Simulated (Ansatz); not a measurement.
Ansatz (a quantum-chemistry and plane-wave program) run on Pb (P-3m1, 2 atoms in the cell): self-consistent single point

Method: PBEsol, default PAW files made with PBE (plane waves; Ansatz).

Input as run:

Ansatz 0.2 input:
```yaml
# Pb
crystal:
  lattice:
    - [3.454232, 0.000000, 0.000000]
    - [-1.727116, 2.991453, 0.000000]
    - [0.000000, 0.000000, 5.967403]
  atoms:
    - { symbol: Pb, position: [0.333333, 0.666667, 0.258379] }
    - { symbol: Pb, position: [0.666667, 0.333333, 0.750000] }
basis:
  ecutwfc: 420.0
kpoints:
  mp_grid: { grid: [11, 11, 6] }
hamiltonian:
  xc: pbesol
  pseudopotentials: { kind: paw }
scf:
  occupations: { method: gaussian, width: 0.1 }
output:
  forces: true
  eigenvalues: true
  stress: true
```

The program printed (abridged):

```
WARN the atoms were moved onto the symmetric positions of the space group found under crystal.symmetry.tolerance 1.0e-5 (fractional …
WARN ansatz: RAYON_NUM_THREADS=1 ignored (pool sized by the plan → 1); use --threads N
Pseudopotentials: kind: paw
Pseudopotential: Pb, paw, valence charge 14
Crystal: 2 atoms, lattice volume = 61.662 Å³
Basis set: ecut = 420 eV, 1159 PW (Γ), exchange–correlation on 48×48×80 points (8 copies of the dense FFT grid, shifted against one another)
Bands: 18, of which v1, the nominal top of the filled ones, is band 14 counted from 1 (13 counted from 0)
Symmetry: 12 space group operations
Space group: P-3m1 (ITA 164), of the structure as read, at distance tolerance 4.0e-5 Å
k-points: 84 of 726
PAW frozen core: Pb, regenerated for the run's functional, and the local potential with it
Initial density: superposition of atomic densities (neutral atoms: chi_scale 0, normalization atom), corrected by the library's trained network
Initial wavefunctions: pseudopotential atomic-orbital guess
Eigensolver: davidson
Functional: x = pbesol(κ = 0.804, μ = 0.12345679012345678), c = pbesol(β = 0.046)
SCF iter   1: F=—  HF=-23509.853439 eV  |F-HF|=—  |Δ(HF+E_count)|=         —  Δρ=1.80e-3  dr2=2.05e-3  ethr=1.77e-3  ⟨swp⟩=6.1  Hψ=6995  notcnv=0
all-band conjugate gradients solve this SCF's bands
preconditioner: auto → Kerker (q_TF=auto, 2.392 Å⁻¹)
SCF iter   2: F=—  HF=-23509.851019 eV  |F-HF|=—  |Δ(HF+E_count)|=   2.42e-3  Δρ=1.11e-3  dr2=8.63e-4  ethr=7.31e-6  ⟨swp⟩=2.8  Hψ=3421  notcnv=0
SCF iter   3: F=—  HF=-23509.850734 eV  |F-HF|=—  |Δ(HF+E_count)|=   2.85e-4  Δρ=4.83e-4  dr2=9.46e-5  ethr=3.08e-6  ⟨swp⟩=2.0  Hψ=2656  notcnv=0
SCF iter   4: F=—  HF=-23509.850703 eV  |F-HF|=—  |Δ(HF+E_count)|=   3.02e-5  Δρ=1.66e-4  dr2=2.22e-5  ethr=3.38e-7  ⟨swp⟩=2.0  Hψ=2649  notcnv=0
SCF iter   5: F=—  HF=-23509.850696 eV  |F-HF|=—  |Δ(HF+E_count)|=   6.87e-6  Δρ=6.69e-5  dr2=4.05e-6  ethr=7.91e-8  ⟨swp⟩=2.0  Hψ=2661  notcnv=0
SCF iter   6: F=—  HF=-23509.850695 eV  |F-HF|=—  |Δ(HF+E_count)|=   1.35e-6  Δρ=1.08e-5  dr2=1.51e-7  ethr=1.45e-8  ⟨swp⟩=2.2  Hψ=2569  notcnv=0
SCF iter   7: F=-23509.850695 eV  HF=-23509.850695 eV  |F-HF|=5.50e-9  |Δ(HF+E_count)|=   4.59e-8  Δρ=2.03e-6  dr2=7.45e-9  ethr=3.57e-10  ⟨swp⟩=6.5  Hψ=6890  notcnv=0
SCF 1 converged in 7 iterations: F = -23509.850695 eV  dr2 = 7.45e-9
SCF converged after 7 iterations
Free energy (F): -23509.850695 eV
Harris-Foulkes:  -23509.850695 eV  (|F-HF|=5.50e-9)
Internal energy: -23509.847087 eV  (E = F + TS)
E sigma→0 (E₀):  -23509.848891 eV
Entropy (-TS):   -0.003608 eV (-1.804 meV/atom)
Fermi energy:    10.492931 eV
--- Per-component energies (eV) ---
  E_band       = -83.890794
  E_kinetic    = 577.726446
  E_local      = -2059.397359  (includes V_loc(G=0)·N_el)
  E_nonlocal   = 703.328949
  E_hartree    = 815.346609
  E_xc         = -437.814605
  E_vxc        = -265.237597  (∫ρ·V_xc dr)
  E_paw        = -20511.433896  (= ΣΔE_a)
  E_vpaw       = -671.003041  (= ΣTr[D̂ρ^β])
  E_aug_tail   = 0.000095  (compensation charges beyond the density's cutoff)
  E_ewald      = -2597.727559
  E_core_change = 0.124233  (= ΣΔE_core)
  E_smearing   = -0.003608  (= −TS)
  E_closure    = 0.000000  (closes the sum)
  Σ components = -23509.850695   (vs F -23509.850695, Δ=0.00e0)
--- Forces (eV/Å), atoms counted from 1 ---
  atom   1  Pb     0.00000000     0.00000000    -0.07304273
  atom   2  Pb     0.00000000    -0.00000000     0.07304273
  max |Σ_I F_I| component: 9.25e-18 eV/Å
--- Stress (GPa, compression-positive) ---
       -0.400004       0.000000       0.000000
        0.000000      -0.400004       0.000000
       -0.000000       0.000000      -3.454397
  P = ⅓ Tr σ = -1.4181 GPa (-14.181 kbar)
  The stress holds the Pulay correction. Without it, at fixed plane waves, as pw.x and ABINIT print it: P = -1.4373 GPa
--- Band table (eV; the first three rows and the last of 84) ---
  k-point 0: bands = ["-6.5011", "-6.4982", "-6.4566", "-6.4566", "-6.4409", "-6.4409", "-6.3429", "-6.3429", "-6.2198", "-6.2198", "-1.1248", "1.9590", "6.2970", "16.6398", "16.6398", "16.8930", "18.1997", "18.1997"]
  k-point 1: bands = ["-6.5010", "-6.4959", "-6.4596", "-6.4596", "-6.4443", "-6.4443", "-6.3308", "-6.3308", "-6.2255", "-6.2255", "-1.0056", "1.5383", "6.9809", "15.3888", "16.7317", "16.7317", "18.0871", "18.0871"]
  k-point 2: bands = ["-6.4999", "-6.4922", "-6.4628", "-6.4628", "-6.4524", "-6.4524", "-6.3028", "-6.3028", "-6.2423", "-6.2423", "-0.6509", "0.7254", "8.5801", "12.9766", "16.9908", "16.9908", "17.7821", "17.7821"]
  k-point 83: bands = ["-6.4823", "-6.4775", "-6.4063", "-6.3852", "-6.3711", "-6.3571", "-6.2887", "-6.2866", "-6.2125", "-6.2113", "3.5405", "3.5842", "7.9444", "8.0008", "9.4386", "9.5920", "14.7975", "14.8369"]
```

The run converged in 7 iterations.

The starting cell comes from a database of computed structures (which also holds hypothetical and non-ambient phases and stackings), without a prior relaxation at this level. Its lattice was rescaled by up to half a per cent. One atom was moved a little off its site on purpose. Spin-orbit coupling is off. Ansatz's pressure includes its estimate of the finite-basis (Pulay) stress.
